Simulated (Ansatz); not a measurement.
The parent structure is SiC (space group P6_3mc, No. 186; a = 3.0787 Å, c = 15.1079 Å).

The values are results of Ansatz (an electronic-structure program) r2SCAN, scalar-relativistic without spin-orbit coupling, earlier PAW set, not measurements.

Base values:

```
Property    Result
--------  --------
Pressure  0.00 GPa
```

One thing is altered: an isotropic linear strain of +1.21 %; the atoms relax in the strained cell.

Task: What does the calculation give for the energy relative to the base after the change?

Result: The energy rises by 9.4 meV/atom.

Task: How does this affect the pressure?

Result: The pressure (mean of the normal stresses, compression positive) goes from zero to -7.66 GPa.

No phonon test of stability was made.
